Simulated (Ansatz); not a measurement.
The reference is CaTiO$_{3}$ in the cubic perovskite structure (space group Pm-3m, No. 221; a = 3.8410 Å; a model cell).

Levels (all Ansatz, a program for electronic structure, PAW): PBEsol (420 eV, scalar-relativistic without spin-orbit coupling); PBEsol+SOC (420 eV, noncollinear with spin-orbit coupling).

The geometry is relaxed with PBEsol.

* **PBEsol smallest direct gap**: 2.33 eV
* **PBEsol lowest conduction level above the VBM at special points**: Γ 1.89 eV; X 2.10 eV; M 4.02 eV; R 4.71 eV

Problem. Predict the hole mass, smallest direct gap, electron mass and lowest conduction level above the VBM at special points from PBEsol+SOC.

Solution. The hole mass (degenerate bands, along [100]) is 0.78, 2.0 mₑ (at R); the smallest direct gap decreases by 0.027 eV (2.33 eV → 2.31 eV); the electron mass (degenerate bands, along [100]) amounts to 0.36, 0.97 mₑ (at Γ); the lowest conduction level above the VBM at special points changes from Γ 1.89 eV; X 2.10 eV; M 4.02 eV; R 4.71 eV to Γ 1.87 eV; X 2.09 eV; M 4.01 eV; R 4.69 eV.

Single points use the geometry relaxed with PBEsol. The spin-orbit shifts are approximate. Effective masses come from finite differences of ±0.01 Å⁻¹. Whether these cells are dynamically stable was not tested. The runs without spin-orbit coupling are not spin-polarised. Many cubic perovskites are stable only at high temperature; tilts and polar distortions were not tested.
